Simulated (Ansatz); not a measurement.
**Response to strain in Au**

Take Au in the fcc (Cu type) structure (space group Fm-3m, No. 225; a = 4.0834 Å) as the base. Axes: x, y, z lie along the cube axes.

Strains are applied to the cell and any free atomic positions relax; under biaxial strain the out-of-plane vector relaxes too.

Computed with Ansatz (a first-principles code), PBEsol, PAW, cutoff 420 eV, scalar-relativistic without spin-orbit coupling.

Candidates:
(a) strain tensor (xx, yy, zz, yz, xz, xy) = (+1.57, +0.28, −1.70, −0.16, −1.37, +0.32) %
(b) biaxial strain −2.16 %, plane normal [111], relaxed out of plane
(c) biaxial strain −0.66 %, plane normal [111], relaxed out of plane

Notes on the quantities. energy relative to the base: free energy F.

### Question
Order them by energy relative to the base, lowest first.

### Answer
(c) biaxial strain −0.66 %, plane normal [111], relaxed out of plane (+0.9 meV/atom), (a) strain tensor (xx, yy, zz, yz, xz, xy) = (+1.57, +0.28, −1.70, −0.16, −1.37, +0.32) % (+2.5 meV/atom), (b) biaxial strain −2.16 %, plane normal [111], relaxed out of plane (+10 meV/atom)

Without a gap, meshes like the base's 20×20×20 leave anisotropic stresses uncertain by several tenths of a GPa, and small strain energies with them. No phonon test of stability was made.
